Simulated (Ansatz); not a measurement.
## A computed series for ZnS: response to strain

The parent structure is ZnS in the wurtzite structure (space group P6_3mc, No. 186; a = 3.738 Å, c = 6.143 Å).

Strains are applied to the cell and any free atomic positions relax.

Calculations: DFT with LDA, PAW potentials and a 420 eV plane-wave cutoff in Ansatz (an electronic-structure program), no SOC.

Notes on the quantities. energy relative to the base: free energy F.

```csv
isotropic strain (%),energy relative to the base (meV/atom)
-3,44.9
-2.4,28.1
-1.8,?
-1.2,6.7
-0.6,1.6
0,0.0
```

### Question
Fit ΔE = Aε² + Bε³ (ε in %) to the rows shown and predict the withheld row.

### Answer
Least squares on the printed values gives A = 4.43 and B = -0.19 meV/atom (largest residual 0.0 meV/atom); this predicts 15.4 meV/atom, and the run gives 15.5 meV/atom, in agreement.

Stability against distortions was not tested.
